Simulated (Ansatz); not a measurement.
C (space group Im-3m, No. 229; a hypothetical phase, not in the database extracts checked)

```
C
1.0
   -2.18100     2.18100     2.18100
    2.18100    -2.18100     2.18100
    2.18100     2.18100    -2.18100
C
6
Direct
  0.50000   0.75000   0.25000
  0.25000   0.50000   0.75000
  0.75000   0.50000   0.25000
  0.50000   0.25000   0.75000
  0.25000   0.75000   0.50000
  0.75000   0.25000   0.50000
```

Calculations: PBEsol (Ansatz, an electronic-structure program, PAW, scalar-relativistic without spin-orbit coupling). Settings: 11×11×11 k-points, 0.05 eV Fermi–Dirac smearing.

```json
{
 "volume_per_atom": "6.92 Å³",
 "density": "2.88 g/cm³",
 "band_gap": "2.45 eV, indirect, H → a point along ⟨100⟩, about 0.8 Å⁻¹ from Γ",
 "electron_mass": "0.59 mₑ along k, 0.42 mₑ across",
 "Hole mass (degenerate bands, along [100])": "0.28, 1.4, 1.4 mₑ",
 "total_energy": "-246.240 eV/atom (σ→0; compares only within this code and set-up)"
}
```

Masses are band curvatures over ±0.01 Å⁻¹ around the edge. Along k means along the line from Γ to the band edge. Whether these cells are dynamically stable was not tested.
